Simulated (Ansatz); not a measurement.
Polymorphs of ZnSnP$_{2}$, PBEsol, rigid bands (Ansatz, a quantum-chemistry and plane-wave program); geometry: cell and atoms relaxed with PBEsol.
- I-42d, primitive cell of 8: a = 6.9006 Å, b = 6.9006 Å, c = 6.9006 Å, α = 131.93°, β = 131.93°, γ = 70.34°
- P-4m2, primitive cell of 4: a = b = 3.988 Å, c = 5.598 Å, α = β = γ = 90.00°

```json
[
 {"Space group": "I-42d", "volume per atom (Å³)": "22.3", "band gap": "[?]", "electron conductivity mass": "0.081 mₑ", "hole conductivity mass": "[?]", "Seebeck coefficient, n-type 1e19 cm⁻³": "-84 μV/K"},
 {"Space group": "P-4m2", "volume per atom (Å³)": "22.3", "band gap": "0.49 eV", "electron conductivity mass": "0.171 mₑ", "hole conductivity mass": "0.37 mₑ", "Seebeck coefficient, n-type 1e19 cm⁻³": "-159 μV/K"}
]
```

**Question.** What belongs in the gaps?

**Answer.** 
- I-42d, band gap: 0.80 eV
- I-42d, hole conductivity mass: 0.39 mₑ

Masses are for dilute carriers at 300 K, harmonic means over directions unless an axis is named. Seebeck coefficients are for the stated density at 300 K, with one relaxation time for all states and whether or not that doping can be reached. Spin-orbit coupling is left out.

Computed structure with no diffraction record at hand here (it may be known, metastable or hypothetical): ZnSnP2 (I-42d), ZnSnP2 (P-4m2).
